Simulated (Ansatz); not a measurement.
The reference is WSi2 (space group I4/mmm, No. 139; relaxed with 0.1 eV smearing).

```xyz
3
Lattice="-1.5926 1.5926 3.8866 1.5926 -1.5926 3.8866 1.5926 1.5926 -3.8866" Properties=species:S:1:pos:R:3 pbc="T T T"
Si     0.0000     0.0000     5.1718
Si     0.0000     0.0000     2.6013
W      0.0000     0.0000     0.0000
```

Calculations: LDA (Ansatz, a first-principles code; PAW; 420 eV plane waves; no spin-orbit coupling).

Before the change:

| Item | Result |
|---|---|
| Pressure | 0.0 GPa |

It is then changed as follows: the cell is scaled by 0.9950 in all directions; the atoms relax in the strained cell.

**Question.** How does this affect the pressure and energy relative to the base?

**Answer.** The pressure (mean of the normal stresses, compression positive) goes from zero to 3.7 GPa; the energy goes up by 2.2 meV/atom.

Whether these cells are dynamically stable was not tested. The final runs are not spin-polarised.
